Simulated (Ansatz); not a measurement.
Consider GaSb in the zinc blende structure (space group F-43m, No. 216; a = 6.1324 Å). Axes: x, y, z lie along the cube axes.

The values are results of r2SCAN (Ansatz, a first-principles code, PAW, no spin-orbit coupling), not measurements.

Perturbation: uniaxial strain ε_zz = −3.00 %, all other strain components held at zero, atoms relaxed at fixed cell.

### Question
Predict the stress tensor and what it implies for the stiffness.

### Answer
Stress of the strained cell less that of the base (GPa, compression positive):
```
   1.26    0.00    0.00
   0.00    1.26    0.00
   0.00    0.00    2.69
```

Then −Δσ_ii/ε with ε = -0.0300 gives secant stiffness values (nonlinear terms included at this strain): C33 ≈ 90 GPa, C13 ≈ 42 GPa and C23 ≈ 42 GPa.

As a check, the harmonic strain energy −½ V₀ Δσ:ε is 7.3 meV/atom; the computed energy rise is 7.2 meV/atom.

No phonon test of stability was made.
